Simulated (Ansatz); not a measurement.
Subject: the formation energy of V_Nb in Nb3Sn (A15 (Cr3Si type), Pm-3n). Reaction: 16 Nb3Sn (A15 (Cr3Si type)) → cell A + Nb (bcc).

Cell A: a supercell of 64 sites of Nb3Sn (A15 (Cr3Si type), Pm-3n) with one empty Nb site amid 2 Nb and 4 Sn; spin state with PBE: run without spin, k-point mesh 4×4×4.
```
CELL_PARAMETERS angstrom
     10.64068     0.00000     0.00000
      0.00000    10.64068     0.00000
      0.00000     0.00000    10.64068
ATOMIC_POSITIONS crystal
  Nb 0.12432 0.99887 0.25074
  Nb 0.37568 0.99887 0.25074
  Nb 0.25000 0.37448 0.00000
  Nb 0.25000 0.12500 0.00000
  Nb 0.99904 0.25046 0.37608
  Nb 0.99926 0.25113 0.12568
  Sn 0.99976 0.00051 0.00000
  Sn 0.25000 0.24949 0.25024
  Nb 0.12432 0.99887 0.74926
  Nb 0.37568 0.99887 0.74926
  Nb 0.25000 0.37614 0.50000
  Nb 0.25000 0.12502 0.50000
  Nb 0.99926 0.25113 0.87432
  Nb 0.99904 0.25046 0.62392
  Sn 0.99937 0.00081 0.50000
  Sn 0.25000 0.24949 0.74976
  Nb 0.12401 0.49976 0.25145
  Nb 0.37599 0.49976 0.25145
  Nb 0.25000 0.87552 0.00000
  Nb 0.25000 0.62500 0.00000
  Nb 0.00318 0.75252 0.37468
  Nb 0.99855 0.75024 0.12599
  Sn 0.00063 0.50020 0.00000
  Sn 0.25000 0.74980 0.24937
  Nb 0.12401 0.49976 0.74855
  Nb 0.37599 0.49976 0.74855
  Nb 0.25000 0.87498 0.50000
  Nb 0.25000 0.62270 0.50000
  Nb 0.99855 0.75024 0.87401
  Nb 0.00318 0.75252 0.62532
  Sn 0.99692 0.50236 0.50000
  Sn 0.25000 0.74980 0.75063
  Nb 0.62608 0.99954 0.25096
  Nb 0.87392 0.99954 0.25096
  Nb 0.75000 0.37502 0.00000
  Nb 0.75000 0.12498 0.00000
  Nb 0.50096 0.25046 0.37608
  Nb 0.50074 0.25113 0.12568
  Sn 0.50024 0.00051 0.00000
  Sn 0.75000 0.24919 0.25063
  Nb 0.62608 0.99954 0.74904
  Nb 0.87392 0.99954 0.74904
  Nb 0.75000 0.37874 0.50000
  Nb 0.75000 0.12500 0.50000
  Nb 0.50074 0.25113 0.87432
  Nb 0.50096 0.25046 0.62392
  Sn 0.50063 0.00081 0.50000
  Sn 0.75000 0.24919 0.74937
  Nb 0.62468 0.49748 0.24682
  Nb 0.87532 0.49748 0.24682
  Nb 0.75000 0.87386 0.00000
  Nb 0.75000 0.62730 0.00000
  Nb 0.49682 0.75252 0.37468
  Nb 0.50145 0.75024 0.12599
  Sn 0.49937 0.50020 0.00000
  Sn 0.75000 0.74764 0.25308
  Nb 0.62468 0.49748 0.75318
  Nb 0.87532 0.49748 0.75318
  Nb 0.75000 0.87126 0.50000
  Nb 0.50145 0.75024 0.87401
  Nb 0.49682 0.75252 0.62532
  Sn 0.50308 0.50236 0.50000
  Sn 0.75000 0.74764 0.74692
```

Reference: Nb (bcc, Im-3m), 1 atom in the cell; spin state with PBE: run without spin, k-point mesh 26×26×26 on the run's own vectors. Conventional cell: a = 3.312 Å, b = 3.312 Å, c = 3.312 Å, α = 90.00°, β = 90.00°, γ = 90.00°.

Reference: Nb3Sn (A15 (Cr3Si type), Pm-3n), 64 atoms in the cell, the relaxed perfect crystal repeated, atoms not moved again; spin state with PBE: run without spin, k-point mesh 4×4×4 on the run's own vectors.

Computed with Ansatz (plane waves, PAW), its default PAW set, cutoff 420 eV, 500 eV for r2SCAN. The structures are at rest with PBE, within the held lattices; other levels are single points on them. Neutral cells; Fermi-Dirac smearing of at most 0.10 eV in the solids, energies taken to zero width. The lattices are those relaxed with PBE, so at other levels the solids can be strained, which adds to the spread. Larger cells are relaxed from a start prepared with the learned potential CHGNet, on a coarser mesh till forces fall under 0.03 eV/Å, which some starts already meet. A dispersion term (D3(BJ), or D4 for r2SCAN) was computed beside these levels and is taken off wherever the name lacks it. Nuclei at rest; no vibrational terms. The structures are the rest points that the relaxations reached, not proven lowest. The runs are scalar-relativistic, without spin-orbit coupling. Values are for these cell sizes. Mesh and cell size may move defect energies by 0.1 eV or more. The value holds for the reservoirs listed; other chemical potentials shift it. Cell A has symmetry P-4m2 within 0.02 Å and got no random move, so less symmetric positions, which may lie lower, weren't tried.

What value does PBE give?

1.98 eV, for 16 Nb3Sn (A15 (Cr3Si type)) → cell A + Nb (bcc).

What do the other levels give, and how wide is the spread?


```
Level   value (eV)  less PBE
------  ----------  --------
r2SCAN        2.17      0.19
```

The levels shown span 0.19 eV, from PBE (1.98) to r2SCAN (2.17).

Ansatz is an electronic-structure program.
